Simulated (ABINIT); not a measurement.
**Input and output of a self-consistent single point for ZrCrW (Imma, 6 atoms in the cell) (ABINIT)**

Level of theory: LDA (PW92), PAW (JTH v2.0 LDA PAW) (plane waves; ABINIT 10.0.3).

Input as run:

```
# ZrCrW, JTH v2.0 LDA PAW
pp_dirpath "./"
pseudos "Zr.LDA_PW-JTH.xml, Cr.LDA_PW-JTH.xml, W.LDA_PW-JTH.xml"
acell 3*1.0
rprim
        -4.9148847426    5.0379626051    6.9647935022
         4.9148847426   -5.0379626051    6.9647935022
         4.9148847426    5.0379626051   -6.9647935022
natom 6
ntypat 3
znucl 40 24 74
typat 1 1 2 2 3 3
xred
         0.3731400000    0.1231400000    0.2500000000
         0.6268600000    0.8768600000    0.7500000000
         0.0000000000    0.5000000000    0.0000000000
         0.0000000000    0.0000000000    0.5000000000
         0.5000000000    0.5000000000    0.0000000000
         0.0000000000    0.5000000000    0.5000000000
ecut 30
pawecutdg 60
pawxcdev 0
occopt 3
tsmear 0.136 eV
nband 51
kptopt 1
ngkpt 4 4 4
nshiftk 1
shiftk 0 0 0
nstep 60
tolvrs 1.0e-12
prtwf 0
prtden 0
prtvol 1
```

Output, abridged:

```
 Symmetries : space group Im m a (# 74); Bravais oI (body-center ortho.)

 -outvars: echo values of preprocessed input variables --------
            acell      1.0000000000E+00  1.0000000000E+00  1.0000000000E+00 Bohr
             ecut      3.00000000E+01 Hartree
              ixc       -1012
         kptrlatt        4    0    0      0    4    0      0    0    4
          kptrlen      3.93190779E+01
            natom           6
            nband          51
            ngfft          50      50      50
          ngfftdg          72      72      72
             nkpt          18
            nstep          60
             nsym           8
           ntypat           3
           occopt           3
        pawecutdg      6.00000000E+01 Hartree
         pawxcdev           0
            rprim     -4.9148847426E+00  5.0379626051E+00  6.9647935022E+00
                       4.9148847426E+00 -5.0379626051E+00  6.9647935022E+00
                       4.9148847426E+00  5.0379626051E+00 -6.9647935022E+00
          spgroup          74
           tolvrs      1.00000000E-12
           tsmear      4.99790825E-03 Hartree
            typat      1  1  2  2  3  3
           useylm           1
             xred      3.7314000000E-01  1.2314000000E-01  2.5000000000E-01
                       6.2686000000E-01  8.7686000000E-01  7.5000000000E-01
                       0.0000000000E+00  5.0000000000E-01  0.0000000000E+00
                       0.0000000000E+00  0.0000000000E+00  5.0000000000E-01
                       5.0000000000E-01  5.0000000000E-01  0.0000000000E+00
                       0.0000000000E+00  5.0000000000E-01  5.0000000000E-01
            znucl       40.00000   24.00000   74.00000

== DATASET  1 ==================================================================

 Real(R)+Recip(G) space primitive vectors, cartesian coordinates (Bohr,Bohr^-1):
 R(1)= -4.9148847  5.0379626  6.9647935  G(1)=  0.0000000  0.0992465  0.0717896
 R(2)=  4.9148847 -5.0379626  6.9647935  G(2)=  0.1017318  0.0000000  0.0717896
 R(3)=  4.9148847  5.0379626 -6.9647935  G(3)=  0.1017318  0.0992465  0.0000000
 Unit cell volume ucvol=  6.8982116E+02 bohr^3
 Angles (23,13,12)=  1.20480650E+02  1.18833075E+02  9.06012269E+01 degrees

 Coarse grid specifications (used for wave-functions):

 getcut: wavevector=  0.0000  0.0000  0.0000  ngfft=  50  50  50
         ecut(hartree)=     30.000   => boxcut(ratio)=   2.04823

 Fine grid specifications (used for densities):

 getcut: wavevector=  0.0000  0.0000  0.0000  ngfft=  72  72  72
         ecut(hartree)=     60.000   => boxcut(ratio)=   2.08566

   1.41375665E+04                                ecore*ucvol(ha*bohr**3)

_setup2: Arith. and geom. avg. npw (full set) are    5413.203    5413.195

--- !BeginCycle
solver: {iscf: 17, nstep: 60, nline: 4, wfoptalg: 10, }
tolerances: {tolvrs: 1.00E-12, }
...

     iter   Etot(hartree)      deltaE(h)  residm     nres2
 ETOT  1  -389.98035424053    -3.900E+02 6.285E+00 1.648E+02
 ETOT  2  -409.23358236198    -1.925E+01 9.638E-02 2.101E+02
 ETOT  3  -409.30662827023    -7.305E-02 4.712E-02 2.580E+02
 ETOT  4  -409.22479368439     8.183E-02 8.725E-03 1.373E+02
 ETOT  5  -409.17657692063     4.822E-02 7.580E-03 8.067E+01
 ETOT  6  -409.12005587231     5.652E-02 4.055E-03 2.066E+01
   [... 13 lines left out ...]
 ETOT 20  -409.09943672592     4.206E-12 2.333E-04 1.048E-10
 ETOT 21  -409.09943672592    -7.390E-13 1.159E-04 1.065E-10
 ETOT 22  -409.09943672592    -2.615E-12 2.486E-04 5.364E-12
 ETOT 23  -409.09943672592     1.194E-12 1.156E-04 1.633E-12
 ETOT 24  -409.09943672592    -3.979E-12 2.394E-04 2.212E-14

 At SCF step   24       nres2   =  2.21E-14 < tolvrs=  1.00E-12 =>converged.

 Cartesian components of stress tensor (hartree/bohr^3)
  sigma(1 1)=  3.82281748E-04  sigma(3 2)=  0.00000000E+00
  sigma(2 2)=  4.15162196E-04  sigma(3 1)=  0.00000000E+00
  sigma(3 3)=  4.03503943E-04  sigma(2 1)=  0.00000000E+00

 ----iterations are completed or convergence reached----

 reduced coordinates (array xred) for    6 atoms
       0.373140000000      0.123140000000      0.250000000000
       0.626860000000      0.876860000000      0.750000000000
       0.000000000000      0.500000000000      0.000000000000
       0.000000000000      0.000000000000      0.500000000000
       0.500000000000      0.500000000000      0.000000000000
       0.000000000000      0.500000000000      0.500000000000
 cartesian forces (eV/Angstrom) at end:
    1      0.00000000000000     0.00000000000000     0.00772804533413
    2     -0.00000000000000    -0.00000000000000    -0.00772804533413
    3      0.00000000000000     0.00000000000000     0.00000000000000
    4      0.00000000000000     0.00000000000000     0.00000000000000
    5      0.00000000000000     0.00000000000000     0.00000000000000
    6      0.00000000000000    -0.00000000000000     0.00000000000000
 frms,max,avg= 2.5760151E-03 7.7280453E-03   0.000E+00  0.000E+00  0.000E+00 e/A
 length scales=  1.000000000000  1.000000000000  1.000000000000 bohr
              =  0.529177208590  0.529177208590  0.529177208590 angstroms
 Fermi (or HOMO) energy (hartree) =   0.36139   Average Vxc (hartree)=  -0.45882
 Eigenvalues (hartree) for nkpt=  18  k points:
 kpt#   1, nband= 51, wtk=  0.01563, kpt=  0.0000  0.0000  0.0000 (reduced coord)
  -2.33734   -2.33422   -2.23870   -2.23694   -1.40929   -1.40590   -1.20607   -1.19825
  -1.19787   -1.19694   -1.19594   -1.19006   -1.04190   -1.02161   -1.02151   -1.01755
  -1.01712   -1.00140   -0.60874   -0.60805   -0.60800   -0.59813   -0.59802   -0.59801
   0.09449    0.19532    0.22058    0.22255    0.24065    0.27124    0.27683    0.28357
   0.29474    0.30306    0.33328    0.33449    0.36079    0.36821    0.37328    0.38426
   0.39052    0.39232    0.39546    0.40578    0.40632    0.42659    0.43537    0.44547
   0.45351    0.46795    0.48740
      occupation numbers for kpt#   1
   2.00000    2.00000    2.00000    2.00000    2.00000    2.00000    2.00000    2.00000
   2.00000    2.00000    2.00000    2.00000    2.00000    2.00000    2.00000    2.00000
   2.00000    2.00000    2.00000    2.00000    2.00000    2.00000    2.00000    2.00000
   2.00000    2.00000    2.00000    2.00000    2.00000    2.00000    2.00000    2.00000
   2.00000    1.99998    1.99281    1.99085    1.06022    0.40683    0.16969    0.02040
   0.00587    0.00410    0.00219    0.00028    0.00025    0.00000    0.00000    0.00000
   0.00000    0.00000    0.00000
 prteigrs : prtvol=0 or 1, do not print more k-points.

--- !EnergyTerms
comment             : Components of total free energy in Hartree
kinetic             :  6.93796684122196E+01
hartree             :  8.03256154082355E+01
xc                  : -3.82398776840858E+01
Ewald energy        : -3.12159456672666E+02
psp_core            :  2.04945386330281E+01
local_psp           : -2.44712593273786E+02
spherical_terms     :  1.58210013455303E+01
internal            : -4.09091103831525E+02
'-kT*entropy'       : -8.33288808852889E-03
total_energy        : -4.09099436719613E+02
total_energy_eV     : -1.11321618094872E+04
...

-Cartesian components of stress tensor (GPa)         [Pressure= -1.1778E+01 GPa]
- sigma(1 1)=  1.12471154E+01  sigma(3 2)=  0.00000000E+00
- sigma(2 2)=  1.22144915E+01  sigma(3 1)=  0.00000000E+00
- sigma(3 3)=  1.18714939E+01  sigma(2 1)=  0.00000000E+00

 Calculation completed.
```

The run converged in 24 iterations.

The starting cell comes from a database of computed structures (which also holds hypothetical and non-ambient phases and stackings), without a prior relaxation at this level. Spin polarisation is off. With a pressure of about -12 GPa the cell is away from its equilibrium volume at this level.

Cost on one core of a shared machine: roughly 6 min.
